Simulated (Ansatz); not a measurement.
Sn on the Si site in silicon (start: the Si site; 64-site cell, 2×2×2 shifted sampling), host crystal and elements as references (Δμ(Si) = 0.00 eV, Δμ(Sn) = 0.00 eV; Sn taken from its element, since no compound that bounds it was computed at this level; only phases computed here count, gases as isolated molecules at 0 K). These are PBE, PAW (plane waves to 420 eV; Ansatz, an electronic-structure program) values and carry that method's errors. In charge state 0 (not spin-polarised) the formation energy is 0.63 eV. The crystal has 4.89 × 10^22 Si sites per cm³.

Question: Estimate the equilibrium concentration at 900 K in the dilute limit, leaving out vibrational entropy and degeneracy.

Answer: kT = 0.0776 eV; c = N exp(−E_f / kT) = 4.89 × 10^22 × exp(−8.1) ≈ 1 × 10^19 cm^-3. An error of 0.2 eV in E_f moves this by a factor of 13.
